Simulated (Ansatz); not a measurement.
Consider Ti-vacancy pair (Ti on one host Rh site, one Rh site vacant) in fcc Rh, neutral cell. Calculation: PBE, PAW (plane waves to 420 eV; Ansatz, an electronic-structure program).

Cell of 32 host sites held at the relaxed PBE lattice; a 2×2×2 k-point mesh shifted by half a step; Fermi-Dirac width 0.10 eV, spin-restricted; finite-size errors left in. No zero-point or tunnelling terms. Forms of the defect that were not tried may lie lower.

Barriers: single points on a 4×4×4 k-point mesh shifted by half a step at the bands' geometries (they differ from the bands' own by up to 0.18 eV, and are uncertain by about as much).

Relaxed starting cell (atoms counted from 1):

```
Rh30Ti
1.0
    7.66000     0.00000     0.00000
    0.00000     7.66000     0.00000
    0.00000     0.00000     7.66000
Ti Rh
1 30
Direct
  0.99944   0.00887   0.01045
  0.99972   0.00221   0.49971
  0.99950   0.49806   0.00390
  0.99950   0.49478   0.49640
  0.49970   0.99975   0.00154
  0.49957   0.99966   0.50351
  0.49940   0.50202   0.00121
  0.49950   0.50071   0.50241
  0.99936   0.24993   0.75159
  0.99953   0.74987   0.25166
  0.99949   0.75128   0.75293
  0.49947   0.25017   0.25172
  0.49930   0.25052   0.75060
  0.49974   0.74884   0.25220
  0.49951   0.74966   0.75134
  0.24920   0.00144   0.25150
  0.24830   0.99978   0.75254
  0.24821   0.49792   0.25177
  0.24902   0.50049   0.75161
  0.74998   0.00147   0.25140
  0.75078   0.99992   0.75239
  0.75083   0.49805   0.25183
  0.75012   0.50057   0.75160
  0.24904   0.24956   0.00304
  0.24828   0.25009   0.49971
  0.24830   0.75091   0.00156
  0.24893   0.74985   0.50217
  0.74972   0.24972   0.00293
  0.75084   0.25018   0.49966
  0.75095   0.75073   0.00145
  0.74995   0.75000   0.50221
```

End state 1 differs by these moves (Å; atoms that move under 0.08 Å are left out):

| atom | element | Δx | Δy | Δz |
|---|---|---|---|---|
| 1 | Ti | 0.00 | 1.78 | 1.78 |

Q: Estimate the forward and backward barriers to end state 1 that PBE, PAW returns for this input.

A: forward 1.04 eV, backward 1.04 eV; at the saddle point atom 1 has neighbours 4 Rh at 2.44, 4 Rh at 3.01 Å. The saddle point's order was not checked, and it lies on a symmetry element of the cell, where a band can be held.

End state 2 differs by these moves (Å; atoms that move under 0.08 Å are left out):

```json
[
 {"atom": "1", "element": "Ti", "Δx": "0.07", "Δy": "-0.07", "Δz": "0.00"},
 {"atom": "16", "element": "Rh", "Δx": "-1.90", "Δy": "1.90", "Δz": "0.00"}
]
```

Q: What is the computed forward and backward barriers to end state 2 (PBE, PAW)?

A: forward 1.73 eV, backward 1.73 eV; at the saddle point atom 16 has neighbours Rh at 2.51, Rh at 2.51, Rh at 2.62, 2 Rh at 2.86; Ti at 2.33 Å. The saddle point's order was not checked, and it lies on a symmetry element of the cell, where a band can be held.
